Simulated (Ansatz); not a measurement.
Functionals compared on the (11-22) surface of hcp Re in its 1x1 cell, outermost plane spacing 1.18 Å in the ideal cut, in Ansatz (plane waves, PAW). The structure was relaxed with PBE; the other rows are single points on it, each with its references at the same level. Cutoff 420 eV (500 eV for r2SCAN).

Slab: 20 atoms, 10.6 Å thick at the start; k 8x7x1, smearing 0.1 eV, dipole-corrected; all atoms relaxed; symmetry of the start imposed; no spin, no spin-orbit, no U. These notes are the PBE run's.

```csv
functional,surface energy (J/m²),work function of the top face (eV),rough cost of the single point
PBE,3.48,4.53,–
LDA,(withheld),(withheld),very roughly 3 core-minutes
PBEsol,3.89,4.63,around 3 core-minutes (rough)
RPBE,3.27,4.39,roughly 3 core-minutes
r2SCAN,3.70,4.54,around 6 core-minutes (rough)
```

### Question
Complete the blanks.

### Answer

- LDA, surface energy (J/m²): 3.99
- LDA, work function of the top face (eV): 4.84

Ansatz is a first-principles code.
